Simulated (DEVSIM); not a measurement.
System: illuminated Si p-on-n cell, one wavelength, at 300 K.

Layer 1 from the left is Si, thickness (μm) 0.110, Na (cm⁻³) 5.4e17, τn (s) 1.6e-7, τp (s) 2.6e-8, absorption coefficient (cm⁻¹) 340. Layer 2 from the left is Si, thickness (μm) 31.0, Nd (cm⁻³) 9.5e15, τn (s) 9.4e-7, τp (s) 9.4e-7, absorption coefficient (cm⁻¹) 340.

Left contact: ohmic, minority electron recombination velocity 30000 cm/s. Right contact: ohmic, minority hole recombination velocity 5e5 cm/s. Voltage is applied to the left contact. Recombination: SRH at mid-gap, radiative, Auger. Gap narrowing is on: ΔEg = 6.92 meV × (l + √(l² + 0.5)), l = ln(N/1.3e17 cm⁻³), shared equally by both band edges. Light enters at the left, 1.8e17 photons cm⁻² s⁻¹, one pass, no reflection. Mobility is μmin + (μ − μmin)/(1 + (N/Nref)^α).

Constants are typed, rounded textbook-type inputs, not results; the design itself was drawn at random and stands for no fabricated device. Values at 300 K.

Si: gap (eV) 1.124, affinity (eV) 4.05, permittivity 11.7, Nc (cm⁻³) 2.86e19, Nv (cm⁻³) 3.1e19, μn (cm²/Vs) 1417, μp (cm²/Vs) 470, μn,min 52, μp,min 45, Nref,n 9.7e16, Nref,p 2.2e17, αn 0.68, αp 0.72, B (cm³/s) 4.7e-15, Cn (cm⁶/s) 2.8e-31, Cp (cm⁶/s) 9.9e-32.

Model (solved in DEVSIM): 1D drift-diffusion, Boltzmann statistics, complete ionisation; no tunnelling, impact ionisation, image-force lowering or self-heating.

Dark forward current:

| |V| (V) | |J| (A/cm²) |
|---|---|
| 0.05 | 4.741e-9 |
| 0.10 | 1.713e-8 |
| 0.15 | 5.298e-8 |
| 0.20 | 1.663e-7 |
| 0.25 | 5.778e-7 |
| 0.30 | 2.385e-6 |
| 0.35 | 1.196e-5 |
| 0.40 | 6.989e-5 |
| 0.45 | 0.0004465 |
| 0.50 | 0.002980 |
| 0.55 | 0.02025 |
| 0.60 | 0.1377 |
| 0.65 | 0.8939 |
| 0.70 | 4.905 |
| 0.75 | 20.68 |
| 0.80 | 67.08 |
| 0.85 | 170.2 |
| 0.90 | 352.6 |
| 0.95 | 628.9 |
| 1.00 | 1008 |
| 1.05 | 1496 |
| 1.10 | 2096 |

Problem. Work out the local ideality factor n = ΔV / (kT/q · ln(J2/J1)) between the rows 0.15 and 0.20 V, 0.55 and 0.60 V, 1.05 and 1.10 V.

Solution. kT/q = 25.85 mV. From 0.15 to 0.20 V: ln(1.663e-7/5.298e-8) = 1.144, n = 1.69. From 0.55 to 0.60 V: ln(0.1377/0.02025) = 1.917, n = 1.01, near the 1 of diffusion or emission over a barrier. From 1.05 to 1.10 V: ln(2096/1496) = 0.337, n = 5.74.

Problem. What current could the absorbed light give at most, and what share is collected?

Solution. Σ αd = 1.06, so qΦ(1 − exp(−Σ αd)) = 18.8 mA/cm². The simulated short-circuit current is 10.59 mA/cm², a share of 0.56.

Problem. Estimate the open-circuit voltage by superposition: the voltage at which the dark current equals that short-circuit current.

Solution. Interpolating ln J in the table gives 0.533 V. The simulation gives 0.533 V, the same within the digits that matter. Superposition holds where collection doesn't change with voltage.

Problem. Estimate the fill factor from FF0 = (v − ln(v + 0.72))/(v + 1), v = qVoc/(nkT), with n from the dark curve.

Solution. The rows about Voc, 0.50 and 0.55 V, give n = 1.01, so v = 20.4 and FF0 = 0.811. The simulation gives 0.807, the same within the digits that matter.
